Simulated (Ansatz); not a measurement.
Al₁₂W (Im-3, No. 204), treated with rVV10 (Ansatz, an electronic-structure program, PAW).

Numerical settings: plane-wave cutoff 520 eV, 10×10×10 k mesh, Fermi–Dirac smearing 0.05 eV, no spin polarisation, scalar-relativistic PAW data made under PBE.

Computed points:

```csv
V (Å³/atom),E − E_lowest (meV/atom),P (GPa)
16.131,8.00,3.98
16.467,1.91,1.87
16.803,0.00,-0.01
17.139,1.79,-1.66
17.475,6.83,-3.11
```

### Question
Estimate the bulk modulus and its pressure derivative from these points.

### Answer
V0 = 16.801 Å³/atom, B0 = 87.9 GPa, B′ = 5.4 (fit to the energies at full precision).

Spin–orbit coupling is not included.

Static lattice: no zero-point or thermal effects.

The result took about 19 core-minutes (a rough figure).
